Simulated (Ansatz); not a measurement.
The parent structure is CdS in the zinc blende structure (space group F-43m, No. 216; a = 5.8242 Å).

All numbers come from Kohn–Sham DFT with the PBEsol functional, run in Ansatz (an electronic-structure program) with PAW and 420 eV plane waves, spin-orbit coupling left out.

Strains are applied to the cell and any free atomic positions relax.

One change was made to it. Results:

The hole mass (degenerate bands, along [100]) becomes 0.11, 0.83, 0.83 mₑ (at Γ) (base: 0.12, 0.75, 0.75 mₑ (at Γ)); the pressure goes from zero to -3.84 GPa; the gap character stays direct at Γ.

**Question.** Which of these changes matches the shifts?
A. isotropic strain −1.00 %
B. isotropic strain +2.50 %
C. isotropic strain +0.50 %

**Answer.** B, isotropic strain +2.50 %. For comparison, the hole mass in the other runs: isotropic strain −1.00 % gives 0.12, 0.72, 0.72 mₑ (at Γ); isotropic strain +0.50 % gives 0.12, 0.77, 0.77 mₑ (at Γ).

Masses are band curvatures over ±0.01 Å⁻¹ around the edge. Stability against distortions was not tested.
